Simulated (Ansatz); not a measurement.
Functionals compared on the (111) surface of rutile SnO2 in its 1x1 cell (cut with top plane Sn, bottom plane Sn), relaxed from an ideal cut (the real face may reconstruct), outermost plane spacing 0.91 Å in the ideal cut, with 1 Sn a cell over the bulk's ratio, in Ansatz (plane waves, PAW). The structure was relaxed with PBE; the other rows are single points on it, each with its references at the same level. Cutoff 420 eV (500 eV for r2SCAN). Ionisation potential less electron affinity is the bulk band gap; PBE's edges come from a band calculation, the others move with the bulk's levels on the slab's mesh. HSE06 used the coarser mesh 3x3x1.

Model: 31-atom slab, O20Sn11, 11.7 Å thick at the start, 5x5x1 mesh, Fermi-Dirac 0.025 eV, dipole correction, all atoms relaxed; held to the start's symmetry, so lower structures may exist; no spin, no spin-orbit, no U. These notes are the PBE run's.

```
functional  ionisation potential (eV)  electron affinity (eV)          rough cost of the single point
----------  -------------------------  ----------------------  --------------------------------------
PBE                              6.04                    5.36                                       –
LDA                              6.27                    5.74            very roughly 80 core-seconds
PBEsol                           6.06                    5.48  about 80 core-seconds (a rough figure)
RPBE                             5.96                    5.19          around 80 core-seconds (rough)
r2SCAN                           6.56                    5.24           very roughly 2.3 core-minutes
HSE06                             [?]                     [?]  about 17 core-minutes (a rough figure)
```

Task: What belongs in the gaps?

Result: 
- HSE06, ionisation potential (eV): 7.38
- HSE06, electron affinity (eV): 5.00

Ansatz is a quantum-chemistry and plane-wave program.
